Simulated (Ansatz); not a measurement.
The parent structure is InP in the CsCl type structure (space group Pm-3m, No. 221; a = 3.449 Å; a hypothetical phase, not in the database extracts checked; relaxed with 0.1 eV smearing). Axes: x, y, z lie along the cube axes.

(Cell as relaxed with PBE.)

Levels (all Ansatz, a first-principles code, PAW): PBE (420 eV, no SOC); PBEsol (420 eV, no spin-orbit coupling).

Each level relaxes its own structure.

```json
[
 {"base": "volume per atom", "PBE": "20.52 Å³", "PBEsol": "19.44 Å³"},
 {"base": "lattice parameter a", "PBE": "3.449 Å", "PBEsol": "3.388 Å"},
 {"base": "band gap", "PBE": "zero", "PBEsol": "zero"}
]
```

The change: strain tensor (xx, yy, zz, yz, xz, xy) = (+1.45, −2.05, −1.25, +0.25, −1.00, −0.98) %; the atoms relax in the strained cell.

```csv
quantity,PBE,PBEsol
"pressure (mean of the normal stresses, compression positive)",1.3 GPa,[?]
energy relative to the base (free energy F),+2.5 meV/atom,[?]
shortest interatomic distance,2.935 Å,[?]
```

Problem. Predict the PBEsol column.

Solution. 
- pressure (mean of the normal stresses, compression positive), PBEsol: 1.6 GPa
- energy relative to the base (free energy F), PBEsol: +3.0 meV/atom
- shortest interatomic distance, PBEsol: 2.882 Å

PBE's pressure lies 0.24 GPa below PBEsol's; PBE's energy relative to the base lies 0.4 meV/atom below PBEsol's; PBE's shortest interatomic distance lies 0.0522 Å above PBEsol's (1.8 %). Neither level is exact; PBEsol is the comparison here, not a measurement.

No phonon test of stability was made. The final runs are not spin-polarised.
